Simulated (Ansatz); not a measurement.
Results of RPBE in Ansatz (PAW) for L1₂ (Cu3Au-type) Pt3Ti.

Run with plane-wave cutoff 520 eV, 14×14×14 k mesh, Fermi–Dirac smearing 0.05 eV, no spin polarisation, scalar-relativistic PAW data made under PBE.

Equation-of-state points:

```csv
V (Å³/atom),E − E_lowest (meV/atom),P (GPa)
14.719,43.85,15.92
15.032,18.67,9.96
15.345,4.48,4.68
15.658,0.00,0.00
15.971,4.13,-4.14
16.284,15.87,-7.80
16.598,34.33,-11.03
```

**Question.** Estimate the bulk modulus from the pressures at 15.345 and 15.971 Å³/atom, and compare it with a fit to all energies.

**Answer.** B = −V dP/dV. Between V = 15.345 and 15.971 Å³/atom, dP/dV = (-4.14 − (4.68))/(15.971 − 15.345) = -14.1 GPa per Å³/atom; at the midpoint 15.658 Å³/atom this gives B ≈ 221 GPa. The third-order Birch–Murnaghan fit gives V0 = 15.658 Å³/atom, B0 = 220 GPa, B′ = 5.1, which lies within 1 % of that estimate.

Measured, for comparison: equilibrium volume per atom 15.01 Å³/atom (temperature not stated, not corrected to a static lattice; as tabulated in Molecular Dynamics Simulations of PtTi High-Temperature Shape Memory Alloys …). Computed (rounded) less measured: equilibrium volume per atom +4.3 %.

Spin–orbit coupling is not included.

Static lattice: no zero-point or thermal effects.

Ansatz is a program for electronic structure.
